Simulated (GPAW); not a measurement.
GPAW 25.7.0, DFT, PBE, plane waves, PAW datasets of gpaw-data 1.0.1: wurtzite AlN, atoms displaced, 4 atoms. Basis and mesh were picked for this test and aren't claimed converged.

```yaml
cell: 3.11, 3.11, 4.98 Å; 90, 90, 120°
distance_to_the_nearest_atom: 1.87 to 1.88 Å
task: scf
mode.name: pw
mode.ecut: 500 eV
xc: PBE
k mesh: 8×8×4
kpts.gamma: true
occupations.name: fermi-dirac
occupations.width: 0.001 eV
convergence.density (electrons an electron): 1e-05
maxiter: 150
parallel.band: 1
parallel.sl_auto: false
eigensolver.name: dav (default)
eigensolver.niter: 2 (default)
mixer.backend: pulay (default)
mixer.method: separate (default)
mixer.beta: 0.05 (default)
mixer.nmaxold: 5 (default)
mixer.weight: 50 (default)
convergence.eigenstates (eV² an electron): 4e-08 (default)
convergence.energy (eV an electron): 0.0005 (default)
k-points after symmetry: 132
bands: 14
electrons: 16
plane_waves: 1087
coarse_grid: 18*18*27
symmetry_operations: 1
```

It runs on a single node (AMD EPYC (Zen 5), 96 cores on 1 socket, no SMT, 12 L3 cache groups).

Wall times, medians of two to five repeats, each run alone on the node (launch to exit). Unless noted, each process is bound to its own block of adjacent cores. Build: conda-forge: Open MPI, OpenMP, OpenBLAS, FFTW, ScaLAPACK, ELPA. Other compilers and libraries give other times. Scratch files lie in a memory file system.

Measured so far:

```
cores                                                                         layout  wall time
-----  -----------------------------------------------------------------------------  ---------
1      1 rank, parallel.kpt = 1, parallel.domain = 1, parallel.augment_grids = false       25 s
2      2 ranks, parallel.kpt = 2, parallel.domain = 1, parallel.augment_grids = true       14 s
4      4 ranks, parallel.kpt = 4, parallel.domain = 1, parallel.augment_grids = true      8.0 s
```

### Question
Still to be tried: 8 ranks, parallel.kpt = 8, parallel.domain = 1, parallel.augment_grids = true; 16 ranks, parallel.kpt = 16, parallel.domain = 1, parallel.augment_grids = true; 24 ranks, parallel.kpt = 24, parallel.domain = 1, parallel.augment_grids = true; 32 ranks, parallel.kpt = 32, parallel.domain = 1, parallel.augment_grids = true; 48 ranks, parallel.kpt = 48, parallel.domain = 1, parallel.augment_grids = true; 64 ranks, parallel.kpt = 32, parallel.domain = 2, parallel.augment_grids = true; 96 ranks, parallel.kpt = 48, parallel.domain = 2, parallel.augment_grids = true. How far does this job scale usefully (efficiency of one half or more)?

### Answer
Efficiency, counted from 1 core, stays above one half up to 8 cores and is 40 % at 16. The shortest time, 3.3 s, comes at 48 cores (24, 32, 64: level within 8 % or the scatter of repeats); at 96 the run, laid out as 96 ranks, parallel.kpt = 48, parallel.domain = 2, parallel.augment_grids = true, is slower again (3.8 s). What the program resolved moves too: domains from 1 x 1 x 1 to 1 x 1 x 2. The share that grows most is that of start and exit outside the program's clock: from 3.6 % of the time on 1 core to 45 % on 96. The largest part on 96 cores, start and exit outside the program's clock, takes 0.92 s on 1 and 1.7 s there.

```tsv
cores	layout	wall time	speed-up over 1	efficiency	core-seconds
1	1 rank, parallel.kpt = 1, parallel.domain = 1, parallel.augment_grids = false	25 s	1.0×	100 %	25
2	2 ranks, parallel.kpt = 2, parallel.domain = 1, parallel.augment_grids = true	14 s	1.8×	91 %	28
4	4 ranks, parallel.kpt = 4, parallel.domain = 1, parallel.augment_grids = true	8.0 s	3.1×	78 %	32
8	8 ranks, parallel.kpt = 8, parallel.domain = 1, parallel.augment_grids = true	5.4 s	4.7×	58 %	43
16	16 ranks, parallel.kpt = 16, parallel.domain = 1, parallel.augment_grids = true	4.0 s	6.4×	40 %	63
24	24 ranks, parallel.kpt = 24, parallel.domain = 1, parallel.augment_grids = true	3.5 s	7.2×	30 %	84
32	32 ranks, parallel.kpt = 32, parallel.domain = 1, parallel.augment_grids = true	3.4 s	7.3×	23 %	110
48	48 ranks, parallel.kpt = 48, parallel.domain = 1, parallel.augment_grids = true	3.3 s	7.5×	16 %	160
64	64 ranks, parallel.kpt = 32, parallel.domain = 2, parallel.augment_grids = true	3.4 s	7.4×	11 %	220
96	96 ranks, parallel.kpt = 48, parallel.domain = 2, parallel.augment_grids = true	3.8 s	6.5×	7 %	370
```
